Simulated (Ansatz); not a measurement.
**Cubic perovskite KMnF3 (cubic form, which distorts at low temperature)**

Calculation: PBEsol (Ansatz, a program for electronic structure, plane waves, PAW).

Settings: plane-wave cutoff 500 eV, 8×8×8 k mesh, Fermi–Dirac smearing 0.05 eV, ferromagnetic start, spin-polarised with parallel moments, scalar-relativistic PAW data made under PBE.

Cell (relaxed at this level):

```xyz
10
Lattice="0.0000 4.1808 4.1808 4.1808 0.0000 4.1808 4.1808 4.1808 0.0000" Properties=species:S:1:pos:R:3 pbc="T T T"
K      0.0000     0.0000     0.0000
K      4.1808     4.1808     4.1808
Mn     2.0904     2.0904     2.0904
Mn     6.2712     6.2712     6.2712
F      2.0904     2.0904     0.0000
F      2.0904     2.0904     4.1808
F      0.0000     2.0904     2.0904
F      4.1808     2.0904     2.0904
F      2.0904     0.0000     2.0904
F      2.0904     4.1808     2.0904
```

- band gap: 1.05 eV (on the SCF k mesh)

Note: the magnetic order was assumed, not searched for or taken from measurement; the relaxation could not lower the start's symmetry, so the cell can be a saddle point above a distorted one.

Static lattice: no zero-point or thermal effects.
